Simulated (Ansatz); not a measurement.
The starting structures come from a database of crystals and need not be the phases stable at ambient conditions.

 Where the default PAW files enter, the runs use the earlier of Ansatz's two default sets.

Given:

```yaml
crystal:
  lattice:
    - [7.83637, 0.00000, 0.00000]
    - [3.91818, 10.49130, 0.02504]
    - [3.91818, -0.49304, 2.20778]
  atoms:
    - { symbol: Hg, position: [0.65110, 0.00000, 0.69779] }
    - { symbol: Hg, position: [0.01556, 0.33333, 0.98444] }
    - { symbol: Hg, position: [0.33333, 0.66667, 0.31777] }
    - { symbol: Te, position: [0.04377, 0.50000, 0.41246] }
    - { symbol: Te, position: [0.62290, 0.83333, 0.37710] }
    - { symbol: Te, position: [0.83333, 0.16667, 0.71044] }
```

Space group of this cell: P3_121. The cell was relaxed by PBE-D3(BJ); by r2SCAN its mean pressure is 1.1 GPa.

Transport runs along the normal of the first two printed cell vectors, the (111) plane of the conventional cell.

The gap is the functional's own, uncorrected, and κ follows it; spin-orbit coupling is left out. Mid-gap values are interpolated between the computed energies.

Question: Predict the band gap and the smallest decay constant κ at mid-gap from r2SCAN in Ansatz (a quantum-chemistry and plane-wave program).

Answer: Gap 0.60 eV on a 14×14×14 mesh; κ = 0.130 1/Å, at the zone centre.
